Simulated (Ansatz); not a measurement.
**ScAl3: pressure series**

The reference is ScAl$_{3}$ in the Cu3Au type structure (space group Pm-3m, No. 221; a = 4.0321 Å).

Cell and atoms are relaxed at each pressure.

Computed with LDA (Ansatz, a program for electronic structure), scalar-relativistic without spin-orbit coupling.

```json
[
 {"P (GPa)": "-2.00", "V (Å³/atom)": "16.747"},
 {"P (GPa)": "-1.00", "V (Å³/atom)": "16.563"},
 {"P (GPa)": "0.89", "V (Å³/atom)": "16.241"},
 {"P (GPa)": "2.08", "V (Å³/atom)": "16.053"},
 {"P (GPa)": "4.48", "V (Å³/atom)": "15.705"},
 {"P (GPa)": "9.00", "V (Å³/atom)": "15.138"},
 {"P (GPa)": "15.00", "V (Å³/atom)": "14.512"},
 {"P (GPa)": "22.50", "V (Å³/atom)": "13.871"},
 {"P (GPa)": "30.00", "V (Å³/atom)": "13.338"}
]
```

Fit a third-order Birch–Murnaghan equation of state.

Least squares on P(V) = (3B₀/2)[(V₀/V)^(7/3) − (V₀/V)^(5/3)]·[1 + (3/4)(B₀′ − 4)((V₀/V)^(2/3) − 1)] gives V₀ = 16.39 Å³/atom, B₀ = 97 GPa and B₀′ = 3.9.

Load acts through the strain it causes; cell and atoms are relaxed under it. Stability against distortions was not tested. No other phases were tried under pressure. All final runs are without spin polarisation.
